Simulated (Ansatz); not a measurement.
Si (diamond structure), Σ5 (210) [001] symmetric tilt. One As atom replaces one Si atom in a bicrystal of 68 atoms (one solute to 67 Å² of one boundary, a high coverage); atoms relaxed, cell held. Energies count from the site farthest from both boundaries, which lies only 4.9 Å away; negative means that the solute is drawn to the site. The cell is neutral, and spin is allowed where the electrons are odd. k-points: Γ-centred 2×4×1 mesh; occupations: Fermi-Dirac, 0.050 eV; spin-polarised, moments started parallel. Spin-orbit coupling is left out.

Sites tried, by distance from the nearest boundary plane (Å): 0.02, 0.75, 1.17, 1.85.

Does As segregate by PBE (Ansatz, an electronic-structure program), and with what energy at each site?

0.02 Å: -0.50 eV; 0.75 Å: -0.39 eV; 1.17 Å: -0.12 eV; 1.85 Å: -0.12 eV. The most favoured site tried binds it by 0.50 eV.
